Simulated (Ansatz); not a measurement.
**Pressure series in SiO2**

Start from SiO2 (space group P3_221, No. 154).

Space group P3₂21 (No. 154); a = b = 4.920 Å, c = 5.416 Å, α = β = 90.00°, γ = 120.00°

| atom | site | symmetry | x | y | z |
|---|---|---|---|---|---|
| Si | 3a | .2. | 0.5311 | 0.5311 | 0.0000 |
| O | 6c | 1 | 0.2691 | 0.4132 | 0.2155 |

Cell and atoms are relaxed at each pressure.

Method: Ansatz (a quantum-chemistry and plane-wave program) r2SCAN, no spin-orbit coupling, earlier PAW set.

```tsv
case	gap character	band gap	volume per atom
base	indirect, K → Γ	6.60 eV	12.62 Å³
pressure −2 GPa	indirect, M → Γ	6.38 eV	13.44 Å³
pressure −1 GPa	indirect, K → Γ	6.50 eV	12.98 Å³
pressure 0.9 GPa	indirect, K → Γ	6.68 eV	12.34 Å³
pressure 2.1 GPa	indirect, K → Γ	6.78 eV	12.02 Å³
pressure 4.5 GPa	indirect, K → Γ	6.95 eV	11.51 Å³
pressure 9 GPa	indirect, K → Γ	7.21 eV	10.81 Å³
pressure 30 GPa	indirect, M → Γ	7.84 eV	9.00 Å³
```

Load acts through the strain it causes; cell and atoms are relaxed under it. Whether these cells are dynamically stable was not tested. Competing high-pressure phases were not computed.
